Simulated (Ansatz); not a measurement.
## Response to strain in Ir

Base system: Ir in the fcc (Cu type) structure (space group Fm-3m, No. 225; a = 3.844 Å). Axes: x, y, z lie along the cube axes.

Strains are applied to the cell and any free atomic positions relax; under stress the whole cell relaxes.

Computed with Ansatz (a first-principles code) r2SCAN, spin-orbit coupling left out.

Candidates:
(a) tensor shear ε_xz = +0.75 %
(b) isotropic strain −1.30 %
(c) isotropic strain −1.01 %
(d) uniaxial stress, 8 GPa tension along x

Notes on the quantities. energy relative to the base: free energy F.

**Question.** Order them by energy relative to the base, lowest first.

**Answer.** (a) tensor shear ε_xz = +0.75 % (+2.7 meV/atom), (d) uniaxial stress, 8 GPa tension along x (+5.8 meV/atom), (c) isotropic strain −1.01 % (+16 meV/atom), (b) isotropic strain −1.30 % (+27 meV/atom)

Without a gap, meshes like the base's 21×21×21 leave anisotropic stresses uncertain by several tenths of a GPa, and small strain energies with them. Beyond what the load breaks, stability against distortions was not tested. The final runs are not spin-polarised.
